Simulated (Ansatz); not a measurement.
Data:

```yaml
crystal:
  lattice:
    - [3.94851, 0.00000, 0.00000]
    - [0.00000, 3.94851, 0.00000]
    - [0.00000, 0.00000, 3.94851]
  atoms:
    - { symbol: Ti, position: [0.00000, 0.00000, 0.00000] }
    - { symbol: Al, position: [0.50000, 0.50000, 0.00000] }
    - { symbol: Al, position: [0.00000, 0.50000, 0.50000] }
    - { symbol: Al, position: [0.50000, 0.00000, 0.50000] }
```

Method: PBEsol, DFPT electron-phonon coupling, linearised Boltzmann equation (plane waves, PAW, scalar-relativistic; Ansatz, a first-principles code). How the cell was made: relaxed with this functional, without spin-orbit coupling.

### Question
Estimate the phonon-limited resistivity at 300 K, by direction if it differs.

### Answer
11.4 μΩ·cm.

### Question
How long is the mean free path there?

### Answer
9.0 nm, weighted by the current that each state carries. Wires not much wider than this gain resistivity from their walls.

A metal at this level (no band gap). Only scattering by harmonic phonons is included (no impurities, grain boundaries, electron-electron scattering or thermal expansion). Spin-orbit coupling is left out. Halving the electron mesh (20x20x20) moves the resistivity by up to 8 % at 300 K, the mean free path by up to 3 %. Smearing 0.20 eV; phonons on a 4x4x4 q mesh, which this run doesn't test.

Computed structure, not matched to a measured one here, so possibly hypothetical: TiAl3 (Pm-3m).
